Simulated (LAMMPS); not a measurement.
Molecular dynamics of Cu (fcc), solid and liquid side by side in a cell of 3024 atoms at 5 GPa.

Computed with classical MD, pair style eam/alloy, file Cu_mishin1.eam.alloy; code LAMMPS.

```
Property                                                        Value
--------------------------------------------  -----------------------
melting point                                             1520 ± 30 K
enthalpy of fusion                                       0.14 eV/atom
entropy of fusion                                         1.0 kB/atom
volume change on melting                                        4.4 %
volume of the solid at the melting point                12.32 Å³/atom
volume of the liquid there                              12.86 Å³/atom
Clausius-Clapeyron slope                                     38 K/GPa
limit of superheating of the perfect crystal                   2000 K
cost                                          roughly 12 core-minutes
```

Potential: file Cu_mishin1.eam.alloy of the LAMMPS distribution; its header cites Mishin, Phys Rev B, 63, 224106 (2001).

Caution: the error of the potential's melting point is set to 2 % at least, a picked allowance for cell size and run length.
